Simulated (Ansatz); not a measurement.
Consider Os in the hcp (Mg type) structure (space group P6_3/mmc, No. 194; a = 2.7543 Å, c = 4.3474 Å; relaxed with 0.1 eV smearing).

Computed with Ansatz (a first-principles code) PBE, without spin-orbit coupling.

Base values:

- Pressure: 0.0 GPa
- Band gap: zero

Modification: every lattice vector is shortened by 2.50 %; the atoms relax in the strained cell.

Problem. Estimate the effect on the energy relative to the base, pressure and band gap.

Solution. The energy grows by 110 meV/atom; the pressure (mean of the normal stresses, compression positive) goes from zero to 36.2 GPa; the band gap is still zero.

Whether these cells are dynamically stable was not tested. All final runs are without spin polarisation.
